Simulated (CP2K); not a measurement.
Band structure of LaTe (Fm-3m, 2 atoms in the cell).

```
LaTe
1.0
    4.59213     0.00000     0.00000
    2.29607     3.97691     0.00000
    2.29607     1.32563     3.74946
La Te
1 1
Direct
  0.00000   0.00000   0.00000
  0.50000   0.50000   0.50000
```

Level of theory: LDA (Pade form), GPW, DZVP-MOLOPT-SR-GTH basis, GTH-PADE potentials (GTH_POTENTIALS) (CP2K).

Settings: CUTOFF = 500 Ry; REL_CUTOFF = 40 Ry; SMEAR/METHOD = FERMI_DIRAC; ELECTRONIC_TEMPERATURE = 1578.21 K; KPOINTS/SCHEME = MONKHORST-PACK 9 9 9; XC_FUNCTIONAL = PADE; La/BASIS_SET = DZVP-MOLOPT-SR-GTH; La/POTENTIAL = GTH-PADE-q11; Te/BASIS_SET = DZVP-MOLOPT-SR-GTH; Te/POTENTIAL = GTH-PADE-q6; METHOD = GPW; EPS_DEFAULT = 1e-10; EXTRAPOLATION = USE_GUESS; NGRIDS = 5.

The starting cell comes from a database of computed structures (which also holds hypothetical and non-ambient phases and stackings), without a prior relaxation at this level. Spin-orbit coupling is off. Values carry the incompleteness of an atom-centred basis.

Levels in eV from the Fermi level, bands 6 to 11:
```json
[
 {"point": "Γ", "6": "-2.30", "7": "-2.30", "8": "-2.30", "9": "-0.18", "10": "-0.18", "11": "-0.18"},
 {"point": "X", "6": "-3.77", "7": "-2.78", "8": "-2.78", "9": "-1.71", "10": "1.39", "11": "2.72"},
 {"point": "W", "6": "-4.07", "7": "-3.60", "8": "-3.60", "9": "0.66", "10": "0.66", "11": "2.17"},
 {"point": "K", "6": "-4.04", "7": "-3.72", "8": "-3.40", "9": "-0.41", "10": "2.15", "11": "2.23"},
 {"point": "L", "6": "-5.29", "7": "-3.94", "8": "-3.94", "9": "1.76", "10": "2.00", "11": "2.00"},
 {"point": "U", "6": "-4.04", "7": "-3.72", "8": "-3.40", "9": "-0.41", "10": "2.15", "11": "2.23"}
]
```

Bands cross the Fermi level along this path, so the cell is metallic at this level.

Higher empty bands are left out: an atom-centred basis made for the valence describes them poorly.
